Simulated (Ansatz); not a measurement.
**Effect of strain tensor (xx, yy, zz, yz, xz, xy) = (−0.36, +0.89, −3.59, +0.84, +0.96, +0.73) % on CdTe**

Consider CdTe in the rock salt structure (space group Fm-3m, No. 225; a = 6.0005 Å; relaxed with 0.1 eV smearing). Axes: x, y, z lie along the cube axes.

Now apply this change: strain tensor (xx, yy, zz, yz, xz, xy) = (−0.36, +0.89, −3.59, +0.84, +0.96, +0.73) %; the atoms relax in the strained cell.

Method: PBEsol (Ansatz, a program for electronic structure, PAW, scalar-relativistic without spin-orbit coupling). Settings: 17×17×17 k-points, 0.1 eV Fermi–Dirac smearing.

```csv
quantity,base,changed,shift
volume per atom,27.01 Å³,26.17 Å³,-0.84 Å³
shortest interatomic distance,3.000 Å,2.893 Å,-0.107 Å
energy relative to the base (free energy F),0 meV/atom,+14 meV/atom,+14 meV/atom
"pressure (mean of the normal stresses, compression positive)",0.0 GPa,2.1 GPa,+2.1 GPa
band gap,zero,zero,–
"stress (xx, yy, zz, yz, xz, xy; compression positive)",–,"(1.4, 0.5, 4.5, -0.3, -0.3, -0.2) GPa",–
```

Final structure:

```
CELL_PARAMETERS angstrom
      0.05040     3.05199     2.91758
      3.01809     0.04680     2.92118
      3.01118     3.04869     0.05370
ATOMIC_POSITIONS crystal
  Cd 0.00000 0.00000 0.00000
  Te 0.50000 0.50000 0.50000
```

Cost of the whole job for the changed cell (relaxation, final SCF and bands): very roughly 2.7 core-minutes.

Stability against distortions was not tested. The final runs are not spin-polarised. This is not the structure that CdTe has at room temperature and ambient pressure.
